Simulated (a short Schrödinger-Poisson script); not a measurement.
Stack: gated Al0.3Ga0.7As/GaAs modulation-doped gas in a quantum well, at 20 K.

| layer | material | thickness (nm) | Nd (cm⁻³) | Na (cm⁻³) |
|---|---|---|---|---|
| 1 | Al0.3Ga0.7As | 20 | - | - |
| 2 | Al0.3Ga0.7As | 20 | 2.5e18 | - |
| 3 | Al0.3Ga0.7As | 10 | - | - |
| 4 | GaAs | 10 | - | - |
| 5 | Al0.3Ga0.7As | 4000 | - | 3e14 |

Constants are typed, rounded textbook-type inputs, not results; the design itself was drawn at random and stands for no fabricated device. Al0.3Ga0.7As: permittivity 12.05, conduction-band edge (eV) 0.237, gap (eV) 1.798, electron mass (mₑ) 0.0919, Nv at 300 K (cm⁻³) 9e18. GaAs: permittivity 12.9, conduction-band edge (eV) 0, gap (eV) 1.424, Nv at 300 K (cm⁻³) 9e18.

Channel valleys (confinement mass, in-plane density-of-states mass, number): Γ 0.067, 0.067, 1. At the gate the conduction-band edge of layer 1 lies 0.99 eV − eVg above the Fermi level of the channel; the field vanishes at the back. Donor level 0.02 eV below the band edge. The barrier under the gate holds no holes. Gaps are held at their typed values at every temperature. Mesh 0.08 nm at interfaces.

From a short Schrödinger-Poisson script (our own, NumPy): 1D Poisson equation in equilibrium, electrons quantum, Hartree (BenDaniel-Duke, 40 states a valley, the channel's in-plane mass for all, wave functions free to enter the barrier), parabolic valleys, classical holes, donors ionised by Fermi statistics, acceptors fully, no traps, pinning or gate leakage.

The same stack at other levels of the model or other numerical settings:

```
run                                                                  sheet density of all electrons at Vg = 0.5 V (cm⁻²)  sheet density of all electrons at Vg = -1 V (cm⁻²)  capacitance at Vg = 0.5 V (μF/cm²)  centroid of the channel electrons at Vg = 0.5 V (nm)  rough cost against the base
-------------------------------------------------------------------  ---------------------------------------------------  --------------------------------------------------  ----------------------------------  ----------------------------------------------------  ---------------------------
base                                                                                                             6.67e11                                             4.87e11                               0.419                                                  4.35                      about 1
electrons treated as classical, Boltzmann                                                                        1.01e12                                             5.68e11                               0.419                                                  0.53                         0.03
electrons treated as classical, Fermi-Dirac                                                                      7.25e11                                             5.08e11                               0.419                                                  3.70                          0.1
electrons treated as quantum, Hartree plus LDA exchange-correlation                                              7.10e11                                             5.00e11                               0.419                                                  4.30                            2
mesh six times as coarse                                                                                         6.66e11                                             4.87e11                               0.419                                                  4.32                          0.2
one subband a valley                                                                                             6.67e11                                             4.87e11                               0.419                                                  4.35                          0.2
```

The classical rows ignore confinement, and Boltzmann statistics overrate the density once the band edge passes the Fermi level.
